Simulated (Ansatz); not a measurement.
For SnTe (model structure, started from the WC type, P-6m2, No. 187, 2 atoms in the cell), PBE-D3(BJ) (Ansatz, a quantum-chemistry and plane-wave program, plane waves, PAW) gives:

```
Property                      Value
-------------------  --------------
lattice parameter a         4.154 Å
lattice parameter c         4.156 Å
formation enthalpy   -0.159 eV/atom
```

Problem. What does r²SCAN in Ansatz (PAW) give for the same quantities?

Solution. 
- lattice constant a: 4.237 Å (grows by 2.0 %)
- lattice parameter c: 4.160 Å (goes up by 0.1 %)
- formation enthalpy: -0.173 eV/atom (moves by -0.014 eV/atom)

Changes are worked out from the printed values.

Unless a cell is named, each level is at its own relaxed cell (PBE-D3(BJ) 31.06, r²SCAN 32.34 Å³/atom).

Levels without +SOC leave out spin–orbit coupling, which shifts energies and cells of such heavy elements.

Caveats: a distance lies near a switch of the dispersion term, which can move the cell (PBE-D3(BJ)). Ansatz's density-functional and Hartree–Fock values are scalar-relativistic unless marked +SOC, with PAW data made under PBE.

A model structure was made by putting elements into a prototype or built by hand; it is no filed structure, need not be a known phase, and can be a saddle point held by its symmetry.
